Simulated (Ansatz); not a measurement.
PdGe2 (model structure, started from the CrSi2 type, P6₂22, No. 180, 9 atoms in the cell)

These are PBE (Ansatz, a program for electronic structure, plane waves, PAW) values and carry that method's errors.

Settings: plane-wave cutoff 500 eV, 12×12×6 k mesh (along the axes of the cell as run), Fermi–Dirac smearing 0.05 eV, scalar-relativistic PAW data made under PBE.

Cell (relaxed at this level):

```xyz
9
Lattice="4.8332 0.0000 0.0000 -2.4166 4.1857 0.0000 0.0000 0.0000 7.6713" Properties=species:S:1:pos:R:3 pbc="T T T"
Pd     2.4166     0.0000     0.0000
Pd     1.2083     2.0928     2.5571
Pd    -1.2083     2.0928     5.1142
Ge     0.0000     1.4088     0.0000
Ge     3.6132     0.7044     2.5571
Ge     1.1966     3.4813     5.1142
Ge     2.4166     2.7769     0.0000
Ge    -1.1966     3.4813     2.5571
Ge     1.2200     0.7044     5.1142
```

```yaml
band_gap: none
```

Note: the relaxation could raise the start's symmetry but not lower it, so the cell can be a saddle point.

Spin–orbit coupling is not included.

The computed numbers hold no vibrational or temperature effects.

A model structure was made by putting elements into a prototype or built by hand; it is no filed structure, need not be a known phase, and can be a saddle point held by its symmetry.
